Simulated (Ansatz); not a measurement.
The starting structures come from a database of crystals and need not be the phases stable at ambient conditions.

Given:

```yaml
crystal:
  lattice:
    - [6.63618, 0.00000, 0.00000]
    - [0.00000, 10.50134, 0.00000]
    - [0.00000, 4.72561, 5.22435]
  atoms:
    - { symbol: Cd, position: [0.98421, 0.00000, 0.14454] }
    - { symbol: Cd, position: [0.48421, 0.50000, 0.35546] }
    - { symbol: Ag, position: [0.50530, 0.75702, 0.56674] }
    - { symbol: Ag, position: [0.00530, 0.74298, 0.93326] }
    - { symbol: Ag, position: [0.50530, 0.24298, 0.08078] }
    - { symbol: Ag, position: [0.00530, 0.25702, 0.41922] }
    - { symbol: Ge, position: [0.98790, 0.50000, 0.67374] }
    - { symbol: Ge, position: [0.48790, 0.00000, 0.82626] }
    - { symbol: S, position: [0.82338, 0.00000, 0.81988] }
    - { symbol: S, position: [0.32338, 0.50000, 0.68012] }
    - { symbol: S, position: [0.38089, 0.23153, 0.43481] }
    - { symbol: S, position: [0.88089, 0.26847, 0.06519] }
    - { symbol: S, position: [0.38089, 0.76847, 0.89787] }
    - { symbol: S, position: [0.88089, 0.73153, 0.60213] }
    - { symbol: S, position: [0.36903, 0.00000, 0.12116] }
    - { symbol: S, position: [0.86903, 0.50000, 0.37884] }
```

Space group of this cell: Pmn2_1. The cell is taken as given; by r2SCAN its mean pressure is 0.5 GPa.

Transport runs along the normal of the first two printed cell vectors.

No gap correction and no spin-orbit coupling; mid-gap values are interpolated between computed energies.

Task: State the band gap and the smallest decay constant κ at mid-gap according to r2SCAN run with Ansatz (a quantum-chemistry and plane-wave program).

Result: Gap 1.06 eV on a 6×6×6 mesh; κ = 0.114 1/Å, at the zone centre.
